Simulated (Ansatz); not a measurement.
Ansatz (a program for electronic structure) run on Zr (Im-3m, 1 atom in the cell): relaxation of cell and atoms.

Method of the run: LDA (PW92), PAW files made with PBE (plane waves; Ansatz).

The change in words: atoms on their sites; relax: default → cell and atoms. Reference geometry:
```xyz
1
Lattice="-1.7998 1.7998 1.7998 1.7998 -1.7998 1.7998 1.7998 1.7998 -1.7998" Properties=species:S:1:pos:R:3 pbc="T T T"
Zr     0.0000     0.0000     0.0000
```

Reference input (self-consistent single point, DFT, LDA (PW92), plane waves, PAW files made with PBE): basis.ecutwfc = 420 eV; kpoints.mp_grid.grid = 13 13 13; hamiltonian.xc = lda; hamiltonian.pseudopotentials = {kind: paw} (the program's default PAW files); scf.occupations.method = fermi_dirac; scf.occupations.width = 0.1 eV. This run's input differs from it in these lines:

```diff
@@ -16,2 +16,4 @@
   occupations: { method: fermi_dirac, width: 0.1 }
+relax:
+  cell: {}
 output:
```

Output (repeated stretches shortened):

```
   [... SCF lines of the steps left out ...]
relax step   1: F+E_penalty+E_count = -4077.40827960 eV  Δ(F+E_penalty+E_count) = +0.000e0 eV  max|allowed force component| = 0.000e0 eV/Å  Δτ_max = 0.0000 Å  P = -8.106 GPa  Ω = 23.320 Å³  (6 SCF iters, dr2 threshold 1.00e-7 eV, accepted)
relax step   2: F+E_penalty+E_count = -4077.44636861 eV  Δ(F+E_penalty+E_count) = -3.809e-2 eV  max|allowed force component| = 0.000e0 eV/Å  Δτ_max = 0.0000 Å  P = +5.874 GPa  Ω = 20.073 Å³  energy of the carried Pulay correction = +1.518e-4 eV  (4 [...]
relax step   3: F+E_penalty+E_count = -4077.46583688 eV  Δ(F+E_penalty+E_count) = -1.947e-2 eV  max|allowed force component| = 0.000e0 eV/Å  Δτ_max = 0.0000 Å  P = -0.593 GPa  Ω = 21.320 Å³  energy of the carried Pulay correction = +9.086e-5 eV  (4 [...]
relax step   4: F+E_penalty+E_count = -4077.46607989 eV  Δ(F+E_penalty+E_count) = -2.430e-4 eV  max|allowed force component| = 0.000e0 eV/Å  Δτ_max = 0.0000 Å  P = -0.034 GPa  Ω = 21.200 Å³  energy of the carried Pulay correction = +9.661e-5 eV  (3 [...]
relax step   5: F+E_penalty+E_count = -4077.46600334 eV  Δ(F+E_penalty+E_count) = +7.655e-5 eV  max|allowed force component| = 0.000e0 eV/Å  Δτ_max = 0.0000 Å  P = -0.037 GPa  Ω = 21.200 Å³  stress off target by 3.70e-2 GPa  SCF on the basis [...]
basis re-selected at this cell: Δ(F+E_penalty+E_count) = +7.655e-5 eV, ΔP = -0.003 GPa vs the last step
Stability not checked: this state was not tested for a lower state beside it, because too few of the mixer's solves of this state at the end of the SCF gave a …
Free energy (F): -4077.466003 eV
Internal energy: -4077.413111 eV  (E = F + TS)
E sigma→0 (E₀):  -4077.439557 eV
Entropy (-TS):   -0.052892 eV (-52.892 meV/atom)
Fermi energy:    14.961382 eV
--- Forces (eV/Å), atoms counted from 1 ---
  atom   1  Zr    -0.00000000     0.00000000    -0.00000000
   [... lines left out ...]
to start a new deck from the relaxed geometry:
  cell:  # Å, volume = 21.1996 Å³
    - [-1.7435028983870748, 1.7435028983870748, 1.7435028983870748]
    - [1.7435028983870748, -1.7435028983870748, 1.7435028983870748]
    - [1.7435028983870748, 1.7435028983870748, -1.7435028983870748]
  atoms:
    - { symbol: Zr, position: [0.0, 0.0, 0.0] }
```

The run converged. 

Summary of the result:
```
Quantity                                                                            Value
-----------------------------------------------  ----------------------------------------
Free energy E − TS (on the zero of these files)                             -4077.4660 eV
Fermi level (on the code's own zero)                                             14.96 eV
Pressure                                                                        -0.04 GPa
Final cell                                       a = b = c = 3.020 Å, α = β = γ = 109.47°
Final volume per atom                                                            21.20 Å³
Relaxation steps                                                                        5
```

The starting cell comes from a database of computed structures (which also holds hypothetical and non-ambient phases and stackings), without a prior relaxation at this level. Its lattice was rescaled by up to half a per cent. The relaxation keeps the symmetry of its start, so its end need not be a minimum. Ansatz's pressure includes its estimate of the finite-basis (Pulay) stress.

Keys are those of Ansatz 0.2.
